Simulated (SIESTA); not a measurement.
Worked example: self-consistent single point of BPd6 (C2/c, 14 atoms in the cell) in SIESTA

Level of theory: LDA PW92, numerical atomic orbitals DZP, PseudoDojo LDA standard norm-conserving potentials (rewritten from UPF to PSML) (SIESTA).

This input was run:

```
# files in the folder: B.psml Pd.psml (PseudoDojo LDA standard)
SystemName  BPd6
SystemLabel bpd6

NumberOfAtoms                14
NumberOfSpecies              2
%block ChemicalSpeciesLabel
  1 5 B
  2 46 Pd
%endblock ChemicalSpeciesLabel
LatticeConstant              4.940837 Ang
%block LatticeVectors
     0.500964715   -0.865467734    0.000000000
     0.500964715    0.865467734    0.000000000
    -0.331214731    0.000000000    1.883101588
%endblock LatticeVectors
AtomicCoordinatesFormat      Ang
%block AtomicCoordinatesAndAtomicSpecies
     2.066065500   -3.571513475    2.326024500  1
     1.247826500    3.571513475    6.978073500  1
    -0.384570070    0.748067057    5.788451530  2
     3.698462070   -0.748067057    3.515646470  2
     2.880223070    0.748067057    8.167695470  2
     0.433668930   -0.748067057    1.136402530  2
     1.280761500    0.708812138    3.511645708  2
     2.033130500   -0.708812138    5.792452292  2
     2.851369500    0.708812138    1.140403292  2
     0.462522500   -0.708812138    8.163694708  2
     2.911894932   -2.106338578    1.139658964  2
     0.401997068    2.106338578    8.164439036  2
     1.220236068   -2.106338578    3.512390036  2
     2.093655932    2.106338578    5.791707964  2
%endblock AtomicCoordinatesAndAtomicSpecies

XC.functional                LDA
XC.authors                   PW92
PAO.BasisSize                DZP
PAO.EnergyShift              0.01 Ry
MeshCutoff                   400 Ry
%block kgrid.MonkhorstPack
    7   0   0  0.0
    0   7   0  0.0
    0   0   3  0.0
%endblock kgrid.MonkhorstPack
OccupationFunction           FD
ElectronicTemperature        0.1 eV

MaxSCFIterations             150
SCF.Mixer.Method             Pulay
SCF.Mixer.Weight             0.1
SCF.Mixer.History            8
SCF.DM.Tolerance             1.0E-04
Diag.ParallelOverK           true
WriteForces                  true
```

The program printed (abridged):

```
reinit: Reading from file input.fdf

reinit: System Name: BPd6
reinit: System Label: bpd6

coor:   Atomic-coordinates input format  =     Cartesian coordinates
coor:                                          (in Angstroms)

siesta: Atomic coordinates (Bohr) and species
siesta:      3.90430  -6.74918   4.39555  1        1
siesta:      2.35805   6.74918  13.18665  1        2
siesta:     -0.72673   1.41364  10.93859  2        3
siesta:      6.98908  -1.41364   6.64361  2        4
siesta:      5.44283   1.41364  15.43471  2        5
siesta:      0.81952  -1.41364   2.14749  2        6
siesta:      2.42029   1.33946   6.63605  2        7
siesta:      3.84206  -1.33946  10.94615  2        8
siesta:      5.38831   1.33946   2.15505  2        9
siesta:      0.87404  -1.33946  15.42715  2       10
siesta:      5.50268  -3.98040   2.15364  2       11
siesta:      0.75966   3.98040  15.42855  2       12
siesta:      2.30591  -3.98040   6.63746  2       13
siesta:      3.95644   3.98040  10.94474  2       14

siesta: System type = bulk

initatomlists: Number of atoms, orbitals, and projectors:     14   254   232

siesta: ******************** Simulation parameters ****************************
redata: Spin configuration                          = none
redata: Time-Reversal Symmetry                      = T
redata: Number of Atomic Species                    =        2
redata: Mesh Cutoff                                 =   400.0000 Ry
redata: Net charge of the system                    =     0.0000 |e|
redata: Min. number of SCF Iter                     =        0
redata: Max. number of SCF Iter                     =      150
redata: SCF convergence failure will abort job
redata: SCF mix quantity                            = Hamiltonian
redata: Mix DM or H after convergence               =   F
redata: Recompute H after scf cycle                 =   F
redata: Mix DM in first SCF step                    =   T
   [... lines left out ...]
diag: Parallel distribution                         =     1 x     1
diag: Used triangular part                          = Lower
diag: Absolute tolerance                            =  0.100E-15
diag: Orthogonalization factor                      =  0.100E-05
diag: Memory factor                                 =  1.0000

superc: Internal auxiliary supercell:     5 x     5 x     3  =      75
superc: Number of atoms, orbitals, and projectors:   1050  19050  17400

                        Single-point calculation

superc: Internal auxiliary supercell:     5 x     5 x     3  =      75
superc: Number of atoms, orbitals, and projectors:   1050  19050  17400

outcell: Unit cell vectors (Ang):
        2.475185   -4.276135    0.000000
        2.475185    4.276135    0.000000
       -1.636478    0.000000    9.304098

outcell: Cell vector modules (Ang)   :    4.940837    4.940837    9.446920
outcell: Cell angles (23,13,12) (deg):     94.9785     94.9785    119.8723
outcell: Cell volume (Ang**3)        :    196.9533
new_DM -- step:     1
Initializing Density Matrix...

Attempting to read DM from file... Failed...
DM filled with atomic data:

InitMesh: MESH = 54 x 54 x 120 = 349920
InitMesh: Mesh cutoff (required, used) =   400.000   440.744 Ry

stepf: Fermi-Dirac step function
        iscf     Eharris(eV)        E_KS(eV)     FreeEng(eV)     dDmax    Ef(eV) dHmax(eV)
   scf:    1   -44141.274041   -44214.072949   -44214.474131  1.465966 -4.991267  4.629798
   scf:    2   -44221.450209   -44218.086227   -44218.459606  0.043339 -5.213410  2.659245
   scf:    3   -44222.034496   -44220.915414   -44221.241290  0.074139 -5.607417  0.496420
   scf:    4   -44221.030910   -44220.981045   -44221.302327  0.011690 -5.663132  0.313991
   scf:    5   -44221.016921   -44221.006684   -44221.326503  0.011245 -5.708650  0.039319
   scf:    6   -44221.007250   -44221.007330   -44221.327847  0.000731 -5.709601  0.036206
   scf:    7   -44221.004552   -44221.006273   -44221.328790  0.002214 -5.709488  0.023615
   scf:    8   -44221.006537   -44221.006437   -44221.328918  0.000134 -5.709807  0.006983
   scf:    9   -44221.006417   -44221.006430   -44221.328935  0.000104 -5.709977  0.002992
   scf:   10   -44221.006329   -44221.006382   -44221.328940  0.000136 -5.710231  0.003722
   scf:   11   -44221.006383   -44221.006383   -44221.328941  0.000053 -5.710311  0.000693
SCF Convergence by DM+H criterion
max |DM_out - DM_in|         :     0.0000530042
max |H_out - H_in|      (eV) :     0.0006932020
SCF cycle converged after 11 iterations

Using DM_out to compute the final energy and forces

siesta: E_KS(eV) =           -44221.0064

siesta: E_KS - E_eggbox =    -44221.0064

siesta: Atomic forces (eV/Ang):
     1   -0.000000    0.007141    0.000006
     2   -0.000000   -0.007141   -0.000006
     3    0.011975    0.028335   -0.027035
     4   -0.011975   -0.028334    0.027030
     5   -0.011976    0.028335    0.027036
     6    0.011976   -0.028335   -0.027031
     7    0.018439   -0.012338   -0.006600
     8   -0.018439    0.012338    0.006597
     9   -0.018440   -0.012338    0.006599
    10    0.018441    0.012338   -0.006596
    11    0.010484    0.011527    0.014324
    12   -0.010484   -0.011528   -0.014321
    13   -0.010484    0.011526   -0.014325
    14    0.010484   -0.011526    0.014322
   Tot    0.000000    0.000000    0.000000
   Max    0.028335
   Res    0.015995    sqrt( Sum f_i^2 / 3N )
   Max    0.028335    constrained

Stress tensor Voigt[x,y,z,yz,xz,xy] (kbar):      127.54      126.97      125.46        0.00       -0.51        0.00
(Free)E + p*V (eV/cell)   -44236.8986
Target enthalpy (eV/cell)   -44221.3289

siesta: Program's energy decomposition (eV):
siesta: Ebs     =     -7225.347516
siesta: Eions   =     59613.086760
siesta: Ena     =      6851.663850
siesta: Ekin    =     14899.758220
siesta: Enl     =       292.794639
siesta: Eso     =         0.000000
siesta: Edftu   =         0.000000
siesta: DEna    =       103.808113
siesta: DUscf   =         1.286218
siesta: DUext   =         0.000000
siesta: Ex      =     -6211.421596
siesta: Ec      =      -545.809066
siesta: Exc     =     -6757.230662
siesta: Eharris =    -44221.006383
siesta: Etot    =    -44221.006383
siesta: FreeEng =    -44221.328941

siesta: Stress tensor (static) (eV/Ang**3):
siesta:     0.079602   -0.000000   -0.000317
siesta:     0.000000    0.079247    0.000000
siesta:    -0.000317    0.000000    0.078308

siesta: Cell volume =        196.953337 Ang**3

siesta: Pressure (static):
siesta:                Solid            Molecule  Units
siesta:          -0.00086099         -0.00085786  Ry/Bohr**3
siesta:          -0.07905247         -0.07876541  eV/Ang**3
siesta:        -126.65601661       -126.19610509  kBar
```

The run converged in 11 iterations.

The starting cell comes from a database of computed structures (which also holds hypothetical and non-ambient phases and stackings), without a prior relaxation at this level. Spin polarisation is off. Values carry the incompleteness of an atom-centred basis. With a pressure of about -13 GPa the cell is away from its equilibrium volume at this level.

Cost on one core of a shared machine: roughly 3 min.
